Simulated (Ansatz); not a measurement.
Ansatz (a quantum-chemistry and plane-wave program) run on Rh (Fm-3m, 1 atom in the cell): self-consistent single point.

Method of the run: PBEsol, default PAW files made with PBE (plane waves; Ansatz).

```
Rh
1.0
    0.00000     1.90000     1.90000
    1.90000     0.00000     1.90000
    1.90000     1.90000     0.00000
Rh
1
Direct
  0.00000   0.00000   0.00000
```

Reference input (self-consistent single point, DFT, PBE, plane waves, default PAW files): kpoints.mp_grid.grid = 15 15 15; hamiltonian.xc = pbe; hamiltonian.pseudopotentials = {kind: paw} (the program's default PAW files); scf.occupations.method = gaussian; scf.occupations.width = 0.2 eV. This run's input differs from it in these lines:

Ansatz 0.2 input:
```diff
@@ -12,3 +12,3 @@
 hamiltonian:
-  xc: pbe
+  xc: pbesol
   pseudopotentials:
```

The program printed (abridged):

```
SCF iter   1: F=—  HF=-6338.759726 eV  |F-HF|=—  |Δ(HF+E_count)|=         —  Δρ=1.00e-2  dr2=1.13e-2  ethr=1.77e-3  ⟨swp⟩=4.6  Hψ=8302  notcnv=0
all-band conjugate gradients solve this SCF's bands
preconditioner: auto → none
SCF iter   2: F=—  HF=-6338.756656 eV  |F-HF|=—  |Δ(HF+E_count)|=   3.07e-3  Δρ=3.90e-3  dr2=1.22e-3  ethr=6.66e-5  ⟨swp⟩=2.7  Hψ=3326  notcnv=0
SCF iter   3: F=—  HF=-6338.756289 eV  |F-HF|=—  |Δ(HF+E_count)|=   3.66e-4  Δρ=1.43e-3  dr2=5.25e-5  ethr=7.17e-6  ⟨swp⟩=2.5  Hψ=2350  notcnv=0
SCF iter   4: F=—  HF=-6338.756276 eV  |F-HF|=—  |Δ(HF+E_count)|=   1.36e-5  Δρ=9.16e-5  dr2=3.06e-7  ethr=3.09e-7  ⟨swp⟩=2.1  Hψ=2586  notcnv=0
iter 5 did not close the SCF: its close was put off for the readings that it lacked (scf_convergence_deferred on its scf_iter line)
SCF iter   5: F=-6338.756276 eV  HF=-6338.756276 eV  |F-HF|=1.08e-9  |Δ(HF+E_count)|=   5.00e-8  Δρ=2.27e-5  dr2=1.22e-8  ethr=1.80e-9  ⟨swp⟩=2.0  Hψ=1702  notcnv=0
SCF iter   6: F=-6338.756276 eV  HF=-6338.756276 eV  |F-HF|=1.05e-10  |Δ(HF+E_count)|=  5.00e-10  Δρ=4.64e-6  dr2=4.81e-10  ethr=7.15e-11  ⟨swp⟩=1.8  Hψ=4870  notcnv=0
SCF 1 converged in 6 iterations: F = -6338.756276 eV  dr2 = 4.81e-10
Free energy (F): -6338.756276 eV
Internal energy: -6338.730845 eV  (E = F + TS)
E sigma→0 (E₀):  -6338.743560 eV
Entropy (-TS):   -0.025431 eV (-25.431 meV/atom)
Fermi energy:    22.305115 eV
--- Forces (eV/Å), atoms counted from 1 ---
  atom   1  Rh    -0.00000000     0.00000000     0.00000000
--- Stress (GPa, compression-positive) ---
       -4.336604      -0.000000       0.000000
        0.000000      -4.336604       0.000000
        0.000000      -0.000000      -4.336604
  P = ⅓ Tr σ = -4.3366 GPa (-43.366 kbar)
  The stress holds the Pulay correction. Without it, at fixed plane waves, as pw.x and ABINIT print it: P = -4.4300 GPa
```

The run converged in 6 iterations. Against the reference run the pressure goes from 6.61 to -4.34 GPa.

The starting cell has typed, rounded lattice constants, without a prior relaxation at this level. Spin polarisation is off. With a pressure of about -4 GPa the cell is away from its equilibrium volume at this level. Ansatz's pressure includes its estimate of the finite-basis (Pulay) stress.
